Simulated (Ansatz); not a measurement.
Ag on the 1x1 (110) surface of bcc W, one in a 2x2 cell, energies for each (28.7 Å²). Energies are against an atom of fcc Ag, without zero-point or thermal terms; each row is named by its start.

These are PBE (plane waves to 420 eV, PAW; Ansatz, an electronic-structure program) values and carry that method's errors.

Model: 17-atom slab, 6.6 Å thick at the start under the adsorbate (thin: gaps and levels are the slab's own), 6x6x1 mesh, Fermi-Dirac 0.1 eV, dipole correction, 8 atoms held, the rest relaxed; each run with such symmetry as its start has; no spin, no spin-orbit, no U, no dispersion correction.

A negative adsorption energy means that the adsorbate is more stable on the surface than in its reference. Heights count from the host atoms within 0.3 Å of the top one.

| starting site | E_ads (eV) | height (Å) | nearest host atom (Å) | bonded to | Δ work function (eV) | lateral drift (Å) |
|---|---|---|---|---|---|---|
| top W | 0.45 | 2.56 | W 2.60 | W | -1.09 | 0.0 |
| hollow W-W-W | -0.12 | 2.20 | W 2.77 | 4 W | -1.06 | 0.3 |
| bridge W-W (span 2.8 Å) | 0.05 | 2.34 | W 2.73 | 4 W | -1.12 | 0.0 |
| bridge W-W (span 3.2 Å) | -0.12 | 2.20 | W 2.75 | 4 W | -1.06 | 0.0 |
